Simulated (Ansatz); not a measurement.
The parent structure is BaZnBO$_{3}$F (space group P-6, No. 174; a = 5.037 Å, c = 4.273 Å). Axes: x lies along a and z along c of the hexagonal cell.

All numbers come from Ansatz (an electronic-structure program) PBEsol, scalar-relativistic without spin-orbit coupling.

For the base:

```
Property            Value
---------------  --------
Volume per atom  13.42 Å³
```

One thing is altered: uniaxial stress, 2 GPa tension along x, with the cell and atoms free to relax against it.

**Question.** How does this affect the mean lateral Poisson ratio, secant Young's modulus along x, energy relative to the base and volume per atom?

**Answer.** The mean lateral Poisson ratio comes out as 0.32; the secant Young's modulus along x comes out as 100 GPa; the energy rises by 1.7 meV/atom; the volume per atom grows by 0.09 Å³, from 13.42 Å³ to 13.51 Å³.

Load acts through the strain it causes; cell and atoms are relaxed under it. Beyond what the load breaks, stability against distortions was not tested.
